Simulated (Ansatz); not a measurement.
Cells marked so need not be the phases stable at ambient conditions, and some may be hypothetical.

 Where the default PAW files enter, the runs use the earlier of Ansatz's two default sets.

The gap is the functional's own. No spin-orbit coupling. Mid-gap values are interpolated on the energy grid.

A. BaMg$_{2}$FeH$_{8}$ (P-3m1, not sure to be the ambient phase, 12 atoms a cell, 10.4 Å³ an atom, -2 GPa at this level), along the normal of (100)
B. CsBe₂BO₃F₂ (R32, not sure to be the ambient phase, 9 atoms a cell, 14.3 Å³ an atom, -3 GPa at this level), along the normal of (101)
C. K2NaScF6 (Fm-3m, not sure to be the ambient phase, 10 atoms a cell, 16.0 Å³ an atom, -3 GPa at this level), along the normal of (110)

Rank these by mid-gap decay constant of the slowest evanescent state (highest first), as r2SCAN run with Ansatz (a quantum-chemistry and plane-wave program) gives it.

C (0.57 1/Å), B (0.50 1/Å), A (0.36 1/Å)
